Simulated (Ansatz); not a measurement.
Consider the following.

```xyz
5
Lattice="5.4739 0.0000 0.0000 2.7370 4.7405 0.0000 2.7370 -1.5802 2.3259" Properties=species:S:1:pos:R:3 pbc="T T T"
Ba     0.0000     0.0000     0.0000
Ti     2.7370     1.5802     1.1630
O      2.7370     0.0000     0.0000
O      1.3685     2.3703     0.0000
O      4.1054     2.3703     0.0000
```

No spin polarisation.

Level of theory: PBEsol in Ansatz (plane waves to 420 eV, PAW, scalar-relativistic without spin-orbit coupling). Settings: 8×8×8 k-points, 0.05 eV Fermi–Dirac smearing.

Question: Estimate the pressure (mean of the normal stresses, compression positive).

Answer: 7.14 GPa.

Question: What is the computed gap character?

Answer: Direct at Γ.

Question: What is the computed band gap?

Answer: 1.76 eV.

Question: Predict the space group.

Answer: R-3m (No. 166).

The cells carry an imposed strain or load. Stability against distortions was not tested. The final runs are not spin-polarised. The cell was made from BaTiO3 in the cubic perovskite structure (space group Pm-3m, No. 221) by this change: biaxial strain −2.50 %, plane normal [111], relaxed out of plane. Many cubic perovskites are stable only at high temperature; tilts and polar distortions were not tested. This is not the structure that BaTiO3 has at room temperature and ambient pressure.

Ansatz is an electronic-structure program.
